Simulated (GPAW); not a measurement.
# GPAW run on Mg6CuBi (Amm2, 8 atoms in the cell): self-consistent single point

Computed with PBEsol, GPAW PAW datasets PBEsol (made by gpaw-setup) (plane waves; GPAW).

Input as run:

```python
from ase import Atoms
from ase.units import GPa
from gpaw import GPAW

atoms = Atoms(['Mg', 'Mg', 'Mg', 'Mg', 'Mg', 'Mg', 'Cu', 'Bi'],
              cell=[[4.984870, 0.000000, 0.000000],
                    [0.000000, 3.245805, 5.457465],
                    [0.000000, -3.245805, 5.457465]],
              scaled_positions=[[0.500000, 0.832760, 0.336060],
                                [0.500000, 0.336060, 0.832760],
                                [0.000000, 0.686030, 0.144290],
                                [0.000000, 0.144290, 0.686030],
                                [0.000000, 0.671150, 0.671150],
                                [0.000000, 0.159540, 0.159540],
                                [0.500000, 0.836040, 0.836040],
                                [0.500000, 0.334120, 0.334120]],
              pbc=True)

calc = GPAW(mode={'name': 'pw', 'ecut': 800},
            xc='PBEsol',
            kpts={'size': (4, 3, 3), 'gamma': True},
            occupations={'name': 'methfessel-paxton', 'width': 0.136, 'order': 0},
            nbands=-12,
            convergence={'density': 1e-05},
            symmetry={'symmorphic': False, 'tolerance': 0.0005},
            maxiter=100)

atoms.calc = calc

energy = atoms.get_potential_energy()
print('Energy (eV):', round(energy, 6))
forces = atoms.get_forces()
print('Forces (eV/Ang):')
print(forces.round(5))
stress = atoms.get_stress()
print('Stress (GPa, Voigt):', (stress / GPa).round(4))
```

Output, abridged:

```
Input parameters:
  convergence: {density: 1e-05}
  kpts: {gamma: True,
         size: (4, 3, 3)}
  maxiter: 100
  mode: {ecut: 800,
         name: pw}
  nbands: -12
  occupations: {name: methfessel-paxton,
                order: 0,
                width: 0.136}
  symmetry: {symmorphic: False,
             tolerance: 0.0005}
  xc: PBEsol

species:
  Mg:
    name: Magnesium
    Z: 12.0
    valence: 10
    core: 2
    charge: 0.0
    file: Mg.PBEsol.gz

    # Using partial waves for Mg as LCAO basis

  Cu:
    name: Copper
    Z: 29.0
    valence: 11
    core: 18
    charge: 0.0
    file: Cu.PBEsol.gz

    # Using partial waves for Cu as LCAO basis

  Bi:
    name: Bismuth
    Z: 83.0
    valence: 15
    core: 68
    charge: 0.0
    file: Bi.PBEsol.gz

    # Using partial waves for Bi as LCAO basis

Reference energy: -662304.488706  # eV

Spin-paired calculation

Convergence criteria:
 Maximum [total energy] change in last 3 cyles: 0.0005 eV / valence electron
 Maximum integral of absolute [dens]ity change: 1e-05 electrons / valence electron
 Maximum integral of absolute [eigenst]ate change: 4e-08 eV^2 / valence electron
 Maximum number of scf [iter]ations: 100

Symmetries present (total): 4
Symmetries with fractional translations: 0
36 k-points: 4 x 3 x 3 Monkhorst-Pack grid + [1/8,0.000000,0.000000]
12 k-points in the irreducible part of the Brillouin zone
       k-points in crystal coordinates                weights
   0:     0.00000000    0.00000000    0.00000000          1/36
   1:     0.00000000    0.33333333   -0.33333333          2/36
   2:     0.00000000    0.33333333    0.00000000          4/36
   [... 7 lines left out ...]
          ...
  11:     0.50000000    0.33333333    0.33333333          2/36

Wave functions: Plane wave expansion
  Cutoff energy: 800.000 eV
  Number of coefficients (min, max): 9046, 9129
  Pulay-stress correction: 0.000000 eV/Ang^3 (de/decut=0.000000)

Occupation numbers: Methfessel-Paxton:
  width: 0.1360  # eV
  order: 0

Eigensolver

Densities:
  Coarse grid: 35*42*42 grid
  Fine grid: 70*84*84 grid
  Total Charge: 0.000000

Density mixing:
  Method: separate
  Backend: pulay
  Linear mixing parameter: 0.05
  old densities: 5
  Damping of long wavelength oscillations: 50

Hamiltonian:
  XC and Coulomb potentials evaluated on a 70*84*84 grid
  External potential:
    NoExternalPotential

XC parameters: PBEsol with 2 nearest neighbor stencil

Number of atoms: 8
Number of atomic orbitals: 66
Number of bands in calculation: 55
Number of valence electrons: 86
Bands to converge: occupied

Density initialized from atomic densities
  55 bands from LCAO basis set

Atomic positions and initial magnetic moments

Positions:
   0 Mg     2.492435    1.612191    6.378794    ( 0.0000,  0.0000,  0.0000)
   1 Mg     2.492435   -1.612191    6.378794    ( 0.0000,  0.0000,  0.0000)
   2 Mg     0.000000    1.758382    4.531442    ( 0.0000,  0.0000,  0.0000)
   3 Mg     0.000000   -1.758382    4.531442    ( 0.0000,  0.0000,  0.0000)
   4 Mg     0.000000   -0.000000    7.325555    ( 0.0000,  0.0000,  0.0000)
   5 Mg     0.000000   -0.000000    1.741368    ( 0.0000,  0.0000,  0.0000)
   6 Cu     2.492435   -0.000000    9.125318    ( 0.0000,  0.0000,  0.0000)
   7 Bi     2.492435   -0.000000    3.646896    ( 0.0000,  0.0000,  0.0000)

Unit cell:
           periodic     x           y           z      points  spacing
  1. axis:    yes    4.984870    0.000000    0.000000    35     0.1424
  2. axis:    yes    0.000000    3.245805    5.457465    42     0.1328
  3. axis:    yes    0.000000   -3.245805    5.457465    42     0.1328

  Lengths:   4.984870   6.349738   6.349738
  Angles:   61.483785  90.000000  90.000000

Effective grid spacing dv^(1/3) = 0.1420

     iter     time        total  log10-change:
                         energy   eigst   dens
iter:   1 --:--:--   -21.577142
iter:   2 --:--:--   -20.788898   -0.52  -1.47
iter:   3 --:--:--   -20.565510   -1.30  -1.54
iter:   4 --:--:--   -20.811428   -1.37  -1.63
iter:   5 --:--:--   -20.595793   -2.07  -1.95
iter:   6 --:--:--   -20.875720   -1.42  -2.08
iter:   7 --:--:--   -20.558432   -2.70  -2.09
iter:   8 --:--:--   -20.447292   -2.06  -2.36
iter:   9 --:--:--   -20.444746   -4.06  -2.76
iter:  10 --:--:--   -20.443640c  -3.75  -2.85
iter:  11 --:--:--   -20.442641c  -4.25  -3.11
iter:  12 --:--:--   -20.442560c  -5.70  -3.32
iter:  13 --:--:--   -20.442553c  -6.68  -3.34
iter:  14 --:--:--   -20.442539c  -6.53  -3.35
iter:  15 --:--:--   -20.442543c  -6.35  -3.35
iter:  16 --:--:--   -20.442796c  -4.93  -3.38
iter:  17 --:--:--   -20.442421c  -4.95  -3.57
iter:  18 --:--:--   -20.442432c  -6.21  -3.70
iter:  19 --:--:--   -20.442432c  -7.38  -3.70
iter:  20 --:--:--   -20.442427c  -6.17  -3.71
iter:  21 --:--:--   -20.442419c  -7.46c -4.05
iter:  22 --:--:--   -20.442419c  -7.53c -4.14
iter:  23 --:--:--   -20.442414c  -7.44c -4.27
iter:  24 --:--:--   -20.442414c  -7.35  -4.34
iter:  25 --:--:--   -20.442415c  -8.28c -4.72
iter:  26 --:--:--   -20.442418c  -7.14  -4.74
iter:  27 --:--:--   -20.442418c  -9.09c -5.06c

Converged after 27 iterations.

Dipole moment: (-0.000000, 0.000000, -1.979097) |e|*Ang

Energy contributions relative to reference atoms: (reference = -662304.488706)

Kinetic:         -9.231030
Potential:      +15.077559
External:        +0.000000
XC:             -24.644477
Entropy (-ST):   -0.023706
Local:           -1.632618
SIC:             +0.000000
--------------------------
Free energy:    -20.454271
Extrapolated:   -20.442418

Showing only first 2 kpts
 Kpt  Band  Eigenvalues  Occupancy
  0    41      2.84278    2.00000
  0    42      3.81934    2.00000
  0    43      5.58292    0.00000
  0    44      6.66645    0.00000

  1    41      4.50646    1.79802
  1    42      4.70974    0.40214
  1    43      4.88311    0.00827
  1    44      5.04908    0.00001

Fermi level: 4.62917

No gap
No difference between direct/indirect transitions
Energy (eV): -20.442418

Forces in eV/Ang:
  0 Mg    0.00000    0.01206    0.03096
  1 Mg    0.00000   -0.01206    0.03096
  2 Mg   -0.00000   -0.11308   -0.13929
  3 Mg    0.00000    0.11308   -0.13929
  4 Mg    0.00000    0.00000    0.04500
  5 Mg    0.00000    0.00000    0.20461
  6 Cu    0.00000    0.00000   -0.00763
  7 Bi    0.00000    0.00000   -0.02572

Stress tensor:
     0.018638     0.000000     0.000000
     0.000000     0.000926     0.000000
     0.000000     0.000000     0.007863
Stress (GPa, Voigt): [2.9861 0.1484 1.2598 0.     0.     0.    ]
```

The run converged in 27 iterations. GPAW prints stress with tension positive.

The starting cell comes from a database of computed structures (which also holds hypothetical and non-ambient phases and stackings), without a prior relaxation at this level. Spin-orbit coupling is off. Spin polarisation is off.

Cost on one core of a shared machine: roughly 2 min.
